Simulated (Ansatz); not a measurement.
An Ansatz (a quantum-chemistry and plane-wave program) run: TiO2 with a change (uniaxial strain ε_zz = −0.60 %); PBE (Ansatz), no SOC.

Input:

Ansatz 0.2 input:
```yaml
crystal:
  lattice:
    - [-1.8994077197, 1.8994077197, 4.8212498921]
    - [1.8994077197, -1.8994077197, 4.8212498921]
    - [1.8994077197, 1.8994077197, -4.8212498921]
  atoms:
    - { symbol: Ti, position: [0.75, 0.25, 0.5] }
    - { symbol: Ti, position: [0, 0, 0] }
    - { symbol: O, position: [0.5435452411, 0.0435452411, 0.5] }
    - { symbol: O, position: [0.7935452411, 0.7935452411, 0] }
    - { symbol: O, position: [0.2064547589, 0.2064547589, 0] }
    - { symbol: O, position: [0.9564547589, 0.4564547589, 0.5] }
basis: { ecutwfc: 420, ecutrho_ratio: 4, xc_grid: 2, fft_grid_basis: typed }
kpoints: { mp_grid: { grid: [12, 12, 12] } }
hamiltonian:
  xc: pbe
  dispersion: none
  pseudopotentials: { kind: paw }
scf: { occupations: { method: fermi_dirac, width: 0.05 }, convergence: { dr2_threshold: 0.0000000006 } }
relax: { f_tol: 0.005, max_steps: 50 }
output: { forces: true, stress: true }
checkpoint: { write: state.ck, write_every: 1000 }
```

Output (explanatory and most iteration lines left out):

```
Relaxation: its limit of steps is 50 (relax.max_steps)
Pseudopotential: Ti, paw, valence charge 12
Pseudopotential: O, paw, valence charge 6
Crystal: 6 atoms, lattice volume = 69.575 Å³
Basis set: ecut = 420 eV, 1341 PW (Γ), exchange–correlation on 80×80×80 points (8 copies of the dense FFT grid, shifted against one another)
Bands: 30, of which v1, the nominal top of the filled ones, is band 24 counted from 1 (23 counted from 0)
Symmetry: 16 space group operations
Space group: I41/amd (ITA 141), of the structure as read, at distance tolerance 4.1e-5 Å
k-points: 163 of 1728
Functional: x = pbe(κ = 0.804, μ = 0.2195149727645171), c = pbe(β = 0.06672455060314922)
SCF iter   1: F=—  HF=-7277.495164 eV  |F-HF|=—  |Δ(HF+E_count)|=         —  Δρ=3.30e-3  dr2=2.37e-3  ethr=1.77e-3  ⟨swp⟩=4.5  Hψ=19933  notcnv=0
SCF iter   2: F=—  HF=-7277.496478 eV  |F-HF|=—  |Δ(HF+E_count)|=   1.31e-3  Δρ=1.77e-3  dr2=6.88e-4  ethr=4.93e-6  ⟨swp⟩=2.1  Hψ=8238  notcnv=0
SCF 1 converged in 8 iterations: F = -7277.497110 eV  dr2 = 1.92e-10
relax step   1: F+E_penalty+E_count = -7277.49711042 eV  Δ(F+E_penalty+E_count) = +0.000e0 eV  max|allowed force component| = 1.025e-1 eV/Å  Δτ_max = 0.0000 Å  (8 SCF iters, accepted)
Crystal: 6 atoms, lattice volume = 69.575 Å³
SCF iter   1: F=—  HF=-7277.498223 eV  |F-HF|=—  |Δ(HF+E_count)|=         —  Δρ=3.71e-4  dr2=8.49e-5  ethr=1.70e-7  ⟨swp⟩=2.0  Hψ=14776  notcnv=0  defer=195
SCF iter   2: F=—  HF=-7277.498116 eV  |F-HF|=—  |Δ(HF+E_count)|=   1.06e-4  Δρ=2.06e-4  dr2=3.05e-5  ethr=1.70e-7  ⟨swp⟩=2.0  Hψ=7232  notcnv=0  defer=196
SCF 2 converged in 7 iterations: F = -7277.498103 eV  dr2 = 1.18e-10
relax step   2: F+E_penalty+E_count = -7277.49810327 eV  Δ(F+E_penalty+E_count) = -9.928e-4 eV  max|allowed force component| = 5.519e-2 eV/Å  Δτ_max = 0.0032 Å  (7 SCF iters, accepted)
Crystal: 6 atoms, lattice volume = 69.575 Å³
SCF iter   1: F=—  HF=-7277.498639 eV  |F-HF|=—  |Δ(HF+E_count)|=         —  Δρ=4.33e-4  dr2=1.15e-4  ethr=2.42e-6  ⟨swp⟩=2.0  Hψ=10008  notcnv=0  defer=254
SCF iter   2: F=—  HF=-7277.498613 eV  |F-HF|=—  |Δ(HF+E_count)|=   2.56e-5  Δρ=2.42e-4  dr2=4.25e-5  ethr=2.39e-7  ⟨swp⟩=1.0  Hψ=6194  notcnv=0  defer=254
SCF 3 converged in 7 iterations: F = -7277.498514 eV  dr2 = 2.60e-10
relax step   3: F+E_penalty+E_count = -7277.49851450 eV  Δ(F+E_penalty+E_count) = -4.112e-4 eV  max|allowed force component| = 7.305e-4 eV/Å  Δτ_max = 0.0037 Å  (7 SCF iters, accepted)
SCF converged after 7 iterations
Free energy (F): -7277.498514 eV
Internal energy: -7277.498514 eV  (E = F + TS)
E sigma→0 (E₀):  -7277.498514 eV
Fermi energy:    8.169249 eV
--- Forces (eV/Å), atoms counted from 1 ---
  atom   1  Ti     0.00000000     0.00000000     0.00000000
  atom   2  Ti    -0.00000000     0.00000000    -0.00000000
  atom   3  O     -0.00000000     0.00000000    -0.00073052
  atom   4  O      0.00000000     0.00000000    -0.00073052
  atom   5  O      0.00000000     0.00000000     0.00073052
  atom   6  O     -0.00000000     0.00000000     0.00073052
--- Stress (GPa, compression-positive) ---
        0.853067      -0.000000       0.000000
       -0.000000       0.853067      -0.000000
        0.000000      -0.000000       1.154402
  P = ⅓ Tr σ = 0.9535 GPa (9.535 kbar)
--- Relaxed structure (3 steps of the walk, 3 accepted, 0 SCFs on fresh bases) ---
  atoms:
    - { symbol: Ti, position: [0.75, 0.25000000000000006, 0.5] }
    - { symbol: Ti, position: [4.061182247130202e-35, -1.3848210683192688e-34, -1.4780365193878713e-34] }
    - { symbol: O, position: [0.542836039213047, 0.04283603921304701, 0.5] }
    - { symbol: O, position: [0.7928360392130471, 0.7928360392130471, 7.558516367570848e-35] }
    - { symbol: O, position: [0.20716396078695304, 0.20716396078695304, 6.449493878704557e-35] }
    - { symbol: O, position: [0.9571639607869531, 0.45716396078695315, 0.5] }
```

Whether these cells are dynamically stable was not tested. All final runs are without spin polarisation. The cell was made from TiO2 in the anatase structure (space group I4_1/amd, No. 141) by this change: uniaxial strain ε_zz = −0.60 %.
